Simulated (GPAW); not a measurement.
Equation of state of fcc Ir (space group 225): energy against volume (GPAW, PBEsol)

```
CELL_PARAMETERS angstrom
      0.00000     1.86425     1.86425
      1.86425     0.00000     1.86425
      1.86425     1.86425     0.00000
ATOMIC_POSITIONS crystal
  Ir 0.00000 0.00000 0.00000
```

Computed with PBEsol, GPAW PAW datasets PBEsol (made by gpaw-setup) (plane waves; GPAW). Settings: mode = pw; ecut = 585 eV; xc = PBEsol; kpts = 26 26 26; mesh shift (steps) = 0 0 0; occupations.name = fermi-dirac; occupations.width = 0.05 eV; nbands = -9; convergence.forces = 0.001 eV/Å; symmetry.symmorphic = false; symmetry.tolerance = 0.0005; maxiter = 150. The cell above is the first row's. The rows scale it uniformly. In all rows the k mesh is held. E is the free energy at the stated smearing, counted from the lowest row.

| V (Å^3/atom) | E (meV/atom) |
|---|---|
| 12.958 | 110.20 |
| 13.240 | 56.25 |
| 13.522 | 21.29 |
| 13.803 | 3.20 |
| 14.085 | 0.00 |
| 14.367 | 10.03 |
| 14.648 | 31.76 |
| 14.930 | 63.87 |
| 15.212 | ? |

The 8 complete rows are fitted with the third-order Birch-Murnaghan form, a cubic in V^(-2/3), E against V. With u = V^(-2/3) - 0.173, the rows have u = 0.008263, 0.005679, 0.003187, 0.000787, -0.001540, -0.003791, -0.005962, -0.008072. Least squares gives E = 0.569 + 2347.35·u + 1291819·u² + 3623299·u³. Residuals (row less fit): -0.011, 0.024, 0.002, -0.018, -0.005, -0.008, 0.035, -0.017; standard error 0.026 (degrees of freedom: 4). Its minimum lies at u = -0.000912, so V0 = (0.172088)^(-3/2) = 14.01. There d²E/du² = 2564000 and d³E/du³ = 2.174e7, so B0 = (4/9) × 14.01^(-7/3) × 2564000 × 0.160218 = 386 GPa (the last factor turns the table's units into GPa), and B0' = 4 + (2/3) × 0.172088 × (2.174e7)/2564000 = 5.0. The program's pressures in the fitted runs (not shown) pass through zero at V = 14.00, 0.06 % from this V0.

Task: What does the fit predict for E at V = 15.212, and how far is the calculated value from it?

Result: u = -0.010117, so E = 0.569 + 2347.35 × (-0.010117) + 1291819 × (-0.010117)² + 3623299 × (-0.010117)³ = 105.291 meV/atom. The calculation gives 105.13 meV/atom, 0.161 meV/atom below the prediction (0.1 % of the range of E in the table). The row lies outside the fitted rows, so this is an extrapolation. From the scatter of the fitted rows alone, a prediction at this place has a standard error of 0.063 meV/atom, so the miss is 2.6 times that.

Carrying the step between the two nearest rows on in a straight line would have given 95.98, off by 9.15; series whose last step already gives the withheld value aren't shown. The scan was laid around a cell of about the measured size, scaled by a guess for this functional. Spin polarisation is off. Spin-orbit coupling is off. Cutoffs and mesh are single choices, not tested for convergence of this quantity. Series with a scatter that would blur these digits, or in which a gap closes, are not shown. Nor are scans whose minimum lies at an end fitted in this form.
